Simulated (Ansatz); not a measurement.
The parent structure is ZnSe in the zinc blende structure (space group F-43m, No. 216; a = 5.568 Å). Axes: x, y, z lie along the cube axes.

Calculations: LDA (Ansatz, a quantum-chemistry and plane-wave program; PAW; 420 eV plane waves; scalar-relativistic without spin-orbit coupling).

Base values:

The valley order is Γ 1.25 eV; L along ⟨111⟩ 2.45 eV; X along ⟨100⟩ 2.69 eV and the pressure comes out as 0.00 GPa.

Modification: uniaxial strain ε_zz = −1.50 %, all other strain components held at zero, atoms relaxed at fixed cell.

Problem. What happens to the valley order, pressure and energy relative to the base?

Solution. The valley order (the lowest conduction-band minima on the path, energy above the VBM, named in the base's zone) changes from Γ 1.25 eV; L along ⟨111⟩ 2.45 eV; X along ⟨100⟩ 2.69 eV to Γ 1.27 eV; L along [1-11] 2.43 eV; X along [001] 2.57 eV; X along [100] 2.65 eV; the pressure (mean of the normal stresses, compression positive) goes from zero to 1.11 GPa; the energy rises by 1.5 meV/atom.

The levels and masses belong to the bands next to the band gap. No phonon test of stability was made.
